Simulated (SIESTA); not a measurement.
**Worked example: self-consistent single point of Na2AlGe2 (P4/mmm, 5 atoms in the cell) in SIESTA**

Method: GGA PBEsol, numerical atomic orbitals DZP, PseudoDojo PBEsol standard norm-conserving potentials (rewritten from UPF to PSML) in SIESTA.

Input as run:

```
# files in the folder: Na.psml Al.psml Ge.psml (PseudoDojo PBEsol standard)
SystemName  Na2AlGe2
SystemLabel na2alge2

NumberOfAtoms                5
NumberOfSpecies              3
%block ChemicalSpeciesLabel
  1 11 Na
  2 13 Al
  3 32 Ge
%endblock ChemicalSpeciesLabel
LatticeConstant              1.0 Ang
%block LatticeVectors
     2.934291000    0.000000000    0.000000000
     0.000000000    2.934291000    0.000000000
     0.000000000    0.000000000   14.297027000
%endblock LatticeVectors
AtomicCoordinatesFormat      Ang
%block AtomicCoordinatesAndAtomicSpecies
     1.467145500    1.467145500    8.727620132  1
     1.467145500    1.467145500    5.569406868  1
     1.467145500    1.467145500    0.000000000  2
     1.467145500    1.467145500    2.616784852  3
     1.467145500    1.467145500   11.680242148  3
%endblock AtomicCoordinatesAndAtomicSpecies

XC.functional                GGA
XC.authors                   PBEsol
PAO.BasisSize                DZP
PAO.EnergyShift              0.01 Ry
MeshCutoff                   400 Ry
%block kgrid.MonkhorstPack
    8   0   0  0.0
    0   8   0  0.0
    0   0   2  0.0
%endblock kgrid.MonkhorstPack
OccupationFunction           MP
OccupationMPOrder            0
ElectronicTemperature        0.05 eV

MaxSCFIterations             150
SCF.Mixer.Method             Pulay
SCF.Mixer.Weight             0.2
SCF.Mixer.History            6
SCF.DM.Tolerance             1.0E-05
Diag.ParallelOverK           true
WriteForces                  true
```

Log, with long lists cut:

```
reinit: Reading from file input.fdf

reinit: System Name: Na2AlGe2
reinit: System Label: na2alge2

coor:   Atomic-coordinates input format  =     Cartesian coordinates
coor:                                          (in Angstroms)

siesta: Atomic coordinates (Bohr) and species
siesta:      2.77250   2.77250  16.49281  1        1
siesta:      2.77250   2.77250  10.52465  1        2
siesta:      2.77250   2.77250   0.00000  2        3
siesta:      2.77250   2.77250   4.94501  3        4
siesta:      2.77250   2.77250  22.07246  3        5

siesta: System type = bulk

initatomlists: Number of atoms, orbitals, and projectors:      5    67    70

siesta: ******************** Simulation parameters ****************************
redata: Spin configuration                          = none
redata: Time-Reversal Symmetry                      = T
redata: Number of Atomic Species                    =        3
redata: Mesh Cutoff                                 =   400.0000 Ry
redata: Net charge of the system                    =     0.0000 |e|
redata: Min. number of SCF Iter                     =        0
redata: Max. number of SCF Iter                     =      150
redata: SCF convergence failure will abort job
redata: SCF mix quantity                            = Hamiltonian
redata: Mix DM or H after convergence               =   F
redata: Recompute H after scf cycle                 =   F
redata: Mix DM in first SCF step                    =   T
redata: No kicks to SCF
redata: DM Mixing Weight for Kicks                  =     0.5000
redata: Require Harris convergence for SCF          =   F
redata: Harris energy tolerance for SCF             =     0.000100 eV
redata: Require DM convergence for SCF              =   T
redata: DM tolerance for SCF                        =     0.000010
redata: Require EDM convergence for SCF             =   F
redata: EDM tolerance for SCF                       =     0.001000 eV
redata: Require H convergence for SCF               =   T
redata: Hamiltonian tolerance for SCF               =     0.001000 eV
redata: Require (free) Energy convergence for SCF   =   F
redata: (free) Energy tolerance for SCF             =     0.000100 eV
redata: Using DFT-D3 dispersion                     =   F
redata: Using Saved Data (generic)                  =   F
redata: Method of Calculation                       = Diagonalization
redata: Electronic Temperature                      =   580.2259 K
redata: Number of TDED substeps                     =        3
redata: Dynamics option                             = Single-point calculation
redata: Save all siesta data in one NC              =   F
redata: ***********************************************************************

%block SCF.Mixers
  Pulay
%endblock SCF.Mixers

%block SCF.Mixer.Pulay
  # Mixing method
  method pulay
  variant stable

  # Mixing options
  weight 0.2000
  weight.linear 0.2000
  history 6
%endblock SCF.Mixer.Pulay

DM_history_depth set to one: no extrapolation allowed by default for geometry relaxation
Size of DM history Fstack: 1
Total number of electrons:    49.000000
Total ionic charge:    49.000000

* ProcessorY, Blocksize:    1  64

* Orbital distribution balance (max,min):    67    67

k-point displ. along   1 input, could be:     0.00    0.50
k-point displ. along   2 input, could be:     0.00    0.50
k-point displ. along   3 input, could be:     0.00    0.50
 Kpoints in:           80 . Kpoints trimmed:           77

siesta: k-grid: Number of k-points = 77
siesta: k-points from Monkhorst-Pack grid
siesta: k-cutoff (effective) =    11.737 Ang
siesta: k-point supercell and displacements
siesta: k-grid:     8     0     0      0.000
siesta: k-grid:     0     8     0      0.000
siesta: k-grid:     0     0     2      0.000

diag: Algorithm                                     = D&C
diag: Parallel over k                               =   F
diag: Use parallel 2D distribution                  =   F
diag: Parallel block-size                           = 64
diag: Parallel distribution                         =     1 x     1
diag: Used triangular part                          = Lower
diag: Absolute tolerance                            =  0.100E-15
diag: Orthogonalization factor                      =  0.100E-05
diag: Memory factor                                 =  1.0000

superc: Internal auxiliary supercell:     7 x     7 x     3  =     147
superc: Number of atoms, orbitals, and projectors:    735   9849  10290

                        Single-point calculation

superc: Internal auxiliary supercell:     7 x     7 x     3  =     147
superc: Number of atoms, orbitals, and projectors:    735   9849  10290

outcell: Unit cell vectors (Ang):
        2.934291    0.000000    0.000000
        0.000000    2.934291    0.000000
        0.000000    0.000000   14.297027

outcell: Cell vector modules (Ang)   :    2.934291    2.934291   14.297027
outcell: Cell angles (23,13,12) (deg):     90.0000     90.0000     90.0000
outcell: Cell volume (Ang**3)        :    123.0983
new_DM -- step:     1
Initializing Density Matrix...

Attempting to read DM from file... Failed...
DM filled with atomic data:

InitMesh: MESH = 36 x 36 x 180 = 233280
InitMesh: Mesh cutoff (required, used) =   400.000   416.007 Ry

stepf: Methfessel-Paxton step function
       Using Hermite-Gauss polynomials of order  0

        iscf     Eharris(eV)        E_KS(eV)     FreeEng(eV)     dDmax    Ef(eV) dHmax(eV)
   scf:    1    -7388.713447    -7394.060351    -7394.066052  1.263127 -3.890362  8.537450
   scf:    2    -7357.844727    -7385.604156    -7385.607641  0.125557 -3.647025 18.106504
   scf:    3    -7395.941442    -7395.907534    -7395.910483  0.059385 -3.819546  2.517523
   scf:    4    -7396.011261    -7395.965947    -7395.969721  0.035320 -3.844983  1.085159
   scf:    5    -7395.978953    -7395.978115    -7395.982176  0.039656 -3.902249  0.462125
   scf:    6    -7395.943605    -7395.976801    -7395.980615  0.005163 -3.935826  0.490128
   scf:    7    -7395.989440    -7395.984752    -7395.988725  0.002136 -3.927272  0.197096
   scf:    8    -7395.986214    -7395.986244    -7395.990233  0.001223 -3.921750  0.016651
   scf:    9    -7395.986117    -7395.986197    -7395.990225  0.000582 -3.923287  0.018755
   scf:   10    -7395.986187    -7395.986217    -7395.990230  0.000267 -3.922217  0.015794
   scf:   11    -7395.986216    -7395.986221    -7395.990242  0.000112 -3.922724  0.000344
   scf:   12    -7395.986221    -7395.986221    -7395.990242  0.000010 -3.922764  0.000234

SCF Convergence by DM+H criterion
max |DM_out - DM_in|         :     0.0000097491
max |H_out - H_in|      (eV) :     0.0002339995
SCF cycle converged after 12 iterations

Using DM_out to compute the final energy and forces

siesta: E_KS(eV) =            -7395.9862

siesta: E_KS - E_eggbox =     -7395.9862

siesta: Atomic forces (eV/Ang):
     1   -0.000000   -0.000000    0.094842
     2   -0.000000    0.000000   -0.094858
     3    0.000000   -0.000000    0.000095
     4    0.000000   -0.000000   -0.156075
     5    0.000000    0.000000    0.155996
   Tot    0.000000    0.000000   -0.000000
   Max    0.156075
   Res    0.066677    sqrt( Sum f_i^2 / 3N )
   Max    0.156075    constrained

Stress tensor Voigt[x,y,z,yz,xz,xy] (kbar):       18.36       18.36       18.95       -0.00       -0.00       -0.00
(Free)E + p*V (eV/cell)    -7397.4157
Target enthalpy (eV/cell)    -7395.9902

siesta: Program's energy decomposition (eV):
siesta: Ebs     =     -1244.884660
siesta: Eions   =      8051.735546
siesta: Ena     =       382.907593
siesta: Ekin    =      5179.636481
siesta: Enl     =     -3363.311915
siesta: Eso     =         0.000000
siesta: Edftu   =         0.000000
siesta: DEna    =        24.174870
siesta: DUscf   =         0.715560
siesta: DUext   =         0.000000
siesta: Ex      =     -1474.687962
siesta: Ec      =       -93.685302
siesta: Exc     =     -1568.373264
siesta: Eharris =     -7395.986221
siesta: Etot    =     -7395.986221
siesta: FreeEng =     -7395.990242

siesta: Atomic forces (eV/Ang):
siesta:      1   -0.000000   -0.000000    0.094842
siesta:      2   -0.000000    0.000000   -0.094858
siesta:      3    0.000000   -0.000000    0.000095
siesta:      4    0.000000   -0.000000   -0.156075
siesta:      5    0.000000    0.000000    0.155996
siesta: ----------------------------------------
siesta:    Tot    0.000000    0.000000   -0.000000

siesta: Stress tensor (static) (eV/Ang**3):
siesta:     0.011456   -0.000000   -0.000000
siesta:    -0.000000    0.011456    0.000000
siesta:    -0.000000   -0.000000    0.011828

siesta: Cell volume =        123.098313 Ang**3

siesta: Pressure (static):
siesta:                Solid            Molecule  Units
siesta:          -0.00012612         -0.00017665  Ry/Bohr**3
siesta:          -0.01158008         -0.01621890  eV/Ang**3
siesta:         -18.55332580        -25.98554350  kBar
```

The run converged in 12 iterations.

The starting cell comes from a database of computed structures (which also holds hypothetical and non-ambient phases and stackings), without a prior relaxation at this level. Its lattice was rescaled by a random factor within 2.5 % of one. Values carry the incompleteness of an atom-centred basis.

Cost on one core of a shared machine: roughly 50 s.
